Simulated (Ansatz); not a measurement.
Consider Os in the fcc (Cu type) structure (space group Fm-3m, No. 225; a = 3.821 Å).

Computed with PBEsol (Ansatz, a program for electronic structure; PAW; 420 eV plane waves; without spin-orbit coupling).

Before the change:

The lattice parameter a comes out as 382.1 pm.

It is then changed as follows: every Os is replaced by H; the structure is relaxed again.

What does the calculation give for the lattice parameter a after the change?

The lattice parameter a decreases by 155.22 pm to 226.8 pm.

Whether these cells are dynamically stable was not tested. The final runs are not spin-polarised. This is not the structure that Os has at room temperature and ambient pressure.
